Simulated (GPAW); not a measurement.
Troubleshooting GPAW: a failed run on Cs₂NaAlF₆ (Fm-3m, 10 atoms in the cell). The aim is a self-consistent single point with DFT PBEsol, plane waves, GPAW PAW datasets PBEsol (made by gpaw-setup).

Cell that was meant: a = 6.1873 Å, b = 6.1873 Å, c = 6.1873 Å, α = 60.00°, β = 60.00°, γ = 60.00°.

Part of the input:

```python
            nbands=-4,
            convergence={'forces': 0.001, 'bands': -2},
            symmetry={'symmorphic': False, 'tolerance': 0.0005},
            maxiter=5,
            txt='-')

atoms.calc = calc
```

The program printed (abridged):

```
     iter     time        total  log10-change:
                         energy   eigst   dens  force
iter:   1 --:--:--   -53.137187   -0.14
iter:   2 --:--:--   -52.537619   -0.92  -1.19
iter:   3 --:--:--   -50.863326   -0.37  -1.24
iter:   4 --:--:--   -50.782940   -0.39  -1.43
iter:   5 --:--:--   -51.115052   -0.57  -1.57

Did not converge!

Here are some tips:

1) Make sure the geometry and spin-state is physically sound.
2) Use less aggressive density mixing.
3) Solve the eigenvalue problem more accurately at each scf-step.
4) Use a smoother distribution function for the occupation numbers.
5) Try adding more empty states.
6) Use enough k-points.
7) Don't let your structure optimization algorithm take too large steps.
8) Solve the Poisson equation more accurately.
9) Better initial guess for the wave functions.

See details here:

    https://gpaw.readthedocs.io/documentation/convergence.html
Traceback (most recent call last):
   [... frames left out ...]
gpaw.KohnShamConvergenceError: Did not converge!  See text output for help.
```

**Question.** What caused this, and what should be changed?

**Answer.** The fault is an iteration limit that is too low. The loop is cut before its threshold is met, so whatever is printed at the end is not self-consistent. To fix it, raise the limit, or leave it to the default. The run ended unconverged after 5 iterations.

An input that runs soundly differs in these lines (not the only fix; some lines may just follow from the change or write a value another way):
```diff
-            maxiter=5,
+            maxiter=120,
```

With that input, the run converged in 28 iterations: free energy E − TS (from the program's reference atoms) -50.6927 eV; top of the valence band (on the code's own zero) 0.88 eV; gap on the k-point mesh 6.56 eV; largest force (vector length) 0.075 eV/Å (DFT PBEsol, plane waves, GPAW PAW datasets PBEsol (made by gpaw-setup)).

On the sound input: the starting cell comes from a database of computed structures (which also holds hypothetical and non-ambient phases and stackings), without a prior relaxation at this level.
